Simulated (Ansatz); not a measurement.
The parent structure is Zr in the hcp (Mg type) structure (space group P6_3/mmc, No. 194).

```yaml
crystal:
  lattice:
    - [3.24602, 0.00000, 0.00000]
    - [-1.62301, 2.81113, 0.00000]
    - [0.00000, 0.00000, 5.15071]
  atoms:
    - { symbol: Zr, position: [0.33333, 0.66667, 0.75000] }
    - { symbol: Zr, position: [0.66667, 0.33333, 0.25000] }
```

Cartesian axes are those of the cell as printed.

Computed with DFT with r2SCAN, PAW potentials and a 500 eV plane-wave cutoff in Ansatz (a quantum-chemistry and plane-wave program), without spin-orbit coupling.

Base values:

| Property | Value |
|---|---|
| Shortest interatomic distance | 6.019 bohr |

It is then changed as follows: uniaxial stress, 3 GPa compression along x, with the cell and atoms free to relax against it.

Estimate the effect on the energy relative to the base.

The energy increases by 5.3 meV/atom.

Predict the new shortest interatomic distance.

The shortest interatomic distance drops by 0.034 bohr (6.019 bohr → 5.985 bohr).

Without a gap, meshes like the base's 16×16×9 leave anisotropic stresses uncertain by several tenths of a GPa, and small strain energies with them. Load acts through the strain it causes; cell and atoms are relaxed under it. Beyond what the load breaks, stability against distortions was not tested. The final runs are not spin-polarised.
